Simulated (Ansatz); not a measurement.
Base system: ZnS (space group P4_2/mnm, No. 136; a = 6.5179 Å, c = 3.8080 Å; a hypothetical phase, not in the database extracts checked).

Now apply this change: a hydrostatic pressure of 0.3 GPa.

Levels (all Ansatz, a program for electronic structure, PAW): PBEsol (420 eV, no spin-orbit coupling); HSE06 (420 eV, no spin-orbit coupling).

The geometry is relaxed with PBEsol.

| Property | Result |
|---|---|
| PBEsol band gap | 2.26 eV |

Q: What does HSE06 give at this geometry for the band gap?

A: The band gap increases by 1.36 eV, from 2.26 eV to 3.62 eV.

Single points use the geometry relaxed with PBEsol. Load acts through the strain it causes; cell and atoms are relaxed under it. Stability against distortions was not tested.
